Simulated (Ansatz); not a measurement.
# Short convergence ladders for KCaF3 (Pm-3m, 5 atoms in the cell)

```
CELL_PARAMETERS angstrom
      4.46828     0.00000     0.00000
      0.00000     4.46828     0.00000
      0.00000     0.00000     4.46828
ATOMIC_POSITIONS crystal
  K  0.50000 0.50000 0.50000
  Ca 0.00000 0.00000 0.00000
  F  0.00000 0.50000 0.00000
  F  0.50000 0.00000 0.00000
  F  0.00000 0.00000 0.50000
```

Base method: LDA (PW92), default PAW files made with PBE (plane waves; Ansatz, a quantum-chemistry and plane-wave program).

Base settings: basis.ecutwfc = 420 eV; kpoints.mp_grid.grid = 6 6 6; hamiltonian.xc = lda; hamiltonian.pseudopotentials = {kind: paw} (the program's default PAW files); scf.occupations.method = fixed.

Core times come from one kind of shared machine, to one figure; runs under 30 s give none.

**Zone-centre phonons against the SCF threshold**

In this ladder: phonons.method = dfpt; phonons.dielectric = true; phonons.rigid_motions = translations.

The mesh stays at the base's, so the ladder's end is converged at best in this setting alone.

Only quantities that move along the ladder and can be compared are tabulated.

ε∞ and Born charges come from denser meshes that the program picks itself.

| scf.convergence.dr2_threshold | largest Born charge (mean of the diagonal) (e) | core time / last (rough) |
|---|---|---|
| 0.001 eV | 2.392 | 0.7 |
| 1e-05 eV | 2.314 | 0.9 |
| 1e-07 eV | 2.312 | 0.7 |
| 1e-09 eV | 2.312 | 1.0 |
| 1e-11 eV | 2.312 | 1 |

Coarsest scf.convergence.dr2_threshold that holds the largest Born charge (mean of the diagonal) within 0.05 e of the last step, with all finer ones: 1e-05 eV; the step before is off by 0.080 e.

**The dielectric constant against shifted meshes**

In this ladder: kpoints.mp_grid.shift = 0.5 0.5 0.5; dielectric = true; dielectric.field_mesh = kpoints.

Only quantities that move along the ladder and can be compared are tabulated.

```tsv
kpoints.mp_grid.grid	largest Born charge (mean of the diagonal) (e)	mean ε∞	core time / last (rough)
2 2 2	2.294	2.054	–
3 3 3	2.310	2.069	–
4 4 4	2.312	2.071	–
5 5 5	2.312	2.071	–
6 6 6	2.312	2.072	–
7 7 7	2.312	2.072	0.3
9 9 9	2.312	2.072	0.3
11 11 11	2.312	2.072	0.5
14 14 14	2.312	2.072	1
```

Coarsest kpoints.mp_grid.grid that holds the largest Born charge (mean of the diagonal) within 0.01 e of the last step, with all finer ones: 3 3 3; the step before is off by 0.018 e.

Coarsest kpoints.mp_grid.grid that holds the mean ε∞ within 0.01 of the last step, with all finer ones: 3 3 3; the step before is off by 0.017.

On the base run: the starting cell comes from a database of computed structures (which also holds hypothetical and non-ambient phases and stackings), without a prior relaxation at this level. Its lattice was rescaled by up to half a per cent. In the base run, with a pressure of about -5 GPa the cell is away from its equilibrium volume at this level.

Keys are those of Ansatz 0.2.
